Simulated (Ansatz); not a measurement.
**SiC: isotropic strain −1.80 %**

Base system: SiC in the wurtzite structure (space group P6_3mc, No. 186; a = 3.092 Å, c = 5.074 Å).

Modification: every lattice vector is shortened by 1.80 %; the atoms relax in the strained cell.

Calculations: Ansatz (a program for electronic structure), PBE, PAW, cutoff 420 eV, no spin-orbit coupling. k-mesh 12×12×7 (Γ-centred); smearing 0.05 eV (Fermi–Dirac).

```csv
quantity,base,changed,shift
volume per atom,10.50 Å³,9.95 Å³,-0.557 Å³
space group,P6_3mc (No. 186),P6_3mc (No. 186),–
shortest interatomic distance,1.893 Å,1.859 Å,-0.034 Å
energy relative to the base (free energy F),0 meV/atom,+22 meV/atom,+22 meV/atom
band gap,2.31 eV,2.21 eV,-0.10 eV
gap character,"indirect, Γ → K","indirect, Γ → K",–
smallest direct gap,3.94 eV,4.05 eV,+0.11 eV
mean gap deformation potential ΔEg/Δln V,–,+1.9 eV,–
width of the top valence band,3.84 eV,3.95 eV,+0.11 eV
electron mass,"0.27 mₑ along c, 0.44 mₑ across (at K)","0.26 mₑ along c, 0.43 mₑ across (at K)",–
"valence-band top at Γ (three highest levels, from the VBM)","0.00, 0.00, -0.11 eV","0.00, 0.00, -0.12 eV",–
"valley order (the lowest conduction-band minima on the path, energy above the VBM, named in the base's zone)",–,"K (1/3, 1/3, 0) 2.21 eV; M (1/2, 0, 0) 2.84 eV",–
```

Masses are band curvatures over ±0.01 Å⁻¹ around the edge. Stability against distortions was not tested.
